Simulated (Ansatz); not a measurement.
## PBE against r2SCAN: ZrO2

Take ZrO₂ (space group P2_1/c, No. 14; a = 5.1899 Å, b = 5.2419 Å, c = 5.3785 Å, α = γ = 90.00°, β = 99.68°) as the base.

(Cell as relaxed with PBE.)

Levels (all Ansatz, a first-principles code, PAW): PBE (420 eV, scalar-relativistic without spin-orbit coupling); r2SCAN (500 eV, without spin-orbit coupling).

Each level relaxes its own structure.

```csv
quantity,PBE,r2SCAN
volume per atom,12.02 Å³,[?]
space group,P2_1/c (No. 14),[?]
band gap,3.65 eV,[?]
gap character,"indirect, Γ → Y₂",[?]
```

### Question
What does r2SCAN give?

### Answer

- volume per atom, r2SCAN: 11.81 Å³
- space group, r2SCAN: P2_1/c (No. 14)
- band gap, r2SCAN: 4.16 eV
- gap character, r2SCAN: indirect, Γ → Y₂

PBE's volume per atom lies 0.21 Å³ above r2SCAN's (1.8 %); PBE's band gap lies 0.51 eV below r2SCAN's; the two agree on the space group and gap character. Neither level is exact; r2SCAN is the comparison here, not a measurement.

Semilocal Kohn–Sham gaps tend to fall short of experiment. Stability against distortions was not tested.
